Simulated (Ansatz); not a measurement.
Functionals compared on the (100) surface of fluorite-type NiSi2 in its 1x1 cell (cut with top plane Ni, bottom plane 2 Si), outermost plane spacing 1.36 Å in the ideal cut, in Ansatz (plane waves, PAW). The structure was relaxed with PBE; the other rows are single points on it, each with its references at the same level. Cutoff 420 eV (500 eV for r2SCAN). The surface energy is the mean of two unlike faces.

Set-up: 12 atoms, Ni4Si8, 9.5 Å thick at the start (thin: gaps and levels are the slab's own); mesh 10x10x1; 0.1 eV smearing; dipole correction on; all atoms relaxed; start symmetry kept, larger cells not searched; no spin (magnetic order not tried), no spin-orbit, no U. These notes are the PBE run's.

```
functional  surface energy (J/m²)  work function of the top face (eV)          rough cost of the single point
----------  ---------------------  ----------------------------------  --------------------------------------
PBE                          1.56                                4.27                                       –
LDA                          1.94                                4.60            very roughly 30 core-seconds
PBEsol                        ___                                 ___            very roughly 40 core-seconds
RPBE                         1.39                                4.10  about 40 core-seconds (a rough figure)
r2SCAN                       1.78                                4.27  about 60 core-seconds (a rough figure)
```

**Question.** Fill in the missing entries.

**Answer.** 
- PBEsol, surface energy (J/m²): 1.83
- PBEsol, work function of the top face (eV): 4.35

Ansatz is a program for electronic structure.
